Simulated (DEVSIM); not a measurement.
Device: isotype n-n heterojunction Al0.4Ga0.6As/GaAs, at 400 K.

| layer (left to right) | material | thickness (μm) | Nd (cm⁻³) | τn (s) | τp (s) |
|---|---|---|---|---|---|
| 1 | Al0.4Ga0.6As | 0.390 | 3e17 | 5.1e-9 | 5.1e-9 |
| 2 | GaAs | 0.200 | 1.5e15 | 5.1e-9 | 5.1e-9 |

Left contact: ohmic. Right contact: ohmic. Voltage is applied to the left contact. Recombination: SRH at mid-gap, Auger. Mobility is μmin + (μ − μmin)/(1 + (N/Nref)^α).

The device is made up for the run: typed textbook-type constants, with dimensions and the other settings drawn at random. Values at 300 K; Nc and Nv go as T^1.5, mobilities as T to minus their exponent, the gap by Varshni's rule with the affinity fixed.

| parameter | Al0.4Ga0.6As | GaAs |
|---|---|---|
| gap (eV) | 1.9228 | 1.424 |
| affinity (eV) | 3.754 | 4.07 |
| permittivity | 11.76 | 12.9 |
| Nc (cm⁻³) | 7.93e17 | 4.7e17 |
| Nv (cm⁻³) | 9e18 | 9e18 |
| μn (cm²/Vs) | 3220 | 8500 |
| μp (cm²/Vs) | 158 | 400 |
| μn,min | 500 | 500 |
| μp,min | 20 | 20 |
| Nref,n | 6e16 | 6e16 |
| Nref,p | 1.5e17 | 1.5e17 |
| αn | 0.39 | 0.39 |
| αp | 0.38 | 0.38 |
| T exponent of μn | 2.1 | 2.1 |
| T exponent of μp | 2.2 | 2.2 |
| Cn (cm⁶/s) | 1e-30 | 1e-30 |
| Cp (cm⁶/s) | 1e-30 | 1e-30 |
| Varshni α (eV/K) | 0.000541 | 0.000541 |
| Varshni β (K) | 204 | 204 |

Model (solved in DEVSIM): 1D drift-diffusion, Boltzmann statistics, complete ionisation; no tunnelling, impact ionisation, image-force lowering or self-heating. Band offsets follow the typed affinities; no thermionic-emission limit at abrupt steps, no polarisation charge.

The temperature was swept, all else fixed.

| temperature (K) | potential step across the device at zero bias (V) |
|---|---|
| 250 | 0.419 |
| 300 | 0.439 |
| 350 | 0.460 |
| 400 | 0.481 |
| 450 | 0.501 |
| 500 | 0.522 |

From the first row to the last the potential step across the device at zero bias goes from 0.419 to 0.522.
